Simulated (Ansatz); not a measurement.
Results of dielectric-dependent PBEsol hybrid (plane waves, PAW; Ansatz, a quantum-chemistry and plane-wave program) for AgI (model structure, started from the NiAs type, P6₃/mmc, No. 194, 4 atoms in the cell).

Run with plane-wave cutoff 460 eV, 6×6×4 k mesh (along the axes of the cell as run), Fermi–Dirac smearing 0.01 eV, no spin polarisation, scalar-relativistic PAW data made under PBE.

Cell (relaxed with PBEsol):

```cif
data_Ag2I2
_chemical_formula_sum 'Ag2 I2'
_space_group_name_H-M_alt 'P 1'
_space_group_IT_number 1
_cell_length_a 4.41855
_cell_length_b 4.41855
_cell_length_c 6.40972
_cell_angle_alpha 90.000
_cell_angle_beta 90.000
_cell_angle_gamma 120.000
loop_
_space_group_symop_operation_xyz
  'x, y, z'
loop_
_atom_site_label
_atom_site_type_symbol
_atom_site_fract_x
_atom_site_fract_y
_atom_site_fract_z
_atom_site_occupancy
Ag1 Ag 0.00000 0.00000 0.00000 1
Ag2 Ag 0.00000 0.00000 0.50000 1
I1 I 0.33333 0.66667 0.25000 1
I2 I 0.66667 0.33333 0.75000 1
```

### Question
Predict the band gap and smallest direct gap on the k points sampled.

### Answer

* **band gap**: 1.49 eV (on the SCF k mesh)
* **smallest direct gap on the k points sampled**: 1.69 eV

Note: the relaxation could raise the start's symmetry but not lower it, so the cell can be a saddle point; cell and atoms aren't relaxed at this level (pressure 0.4 GPa).

Spin–orbit coupling is not included; with these elements it can move the gap by several tenths of an eV or more.

Computing time: about 6 core-minutes (a rough figure).

A model structure was made by putting elements into a prototype or built by hand; it is no filed structure, need not be a known phase, and can be a saddle point held by its symmetry.
